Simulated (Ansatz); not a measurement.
Start from BC$_{5}$ (space group I-4m2, No. 119; a = 2.499 Å, c = 11.370 Å; a cell from a computed database, its experimental status unchecked).

Calculations: PBEsol in Ansatz (plane waves to 420 eV, PAW, no SOC).

One change was made to it. Results:

| quantity | base | after |
|---|---|---|
| shortest interatomic distance | 151.9 pm | 151.6 pm |
| density | 3.31 g/cm³ | 3.34 g/cm³ |

Task: Name the change that was made.
A) pressure −2 GPa
B) pressure 3 GPa
C) pressure 10 GPa

Result: B, pressure 3 GPa. For comparison, the density in the other runs: pressure −2 GPa gives 3.30 g/cm³; pressure 10 GPa gives 3.40 g/cm³.

Load acts through the strain it causes; cell and atoms are relaxed under it. Whether these cells are dynamically stable was not tested. No other phases were tried under pressure. All final runs are without spin polarisation. An odd electron count without spin: BC5.

Ansatz is an electronic-structure program.
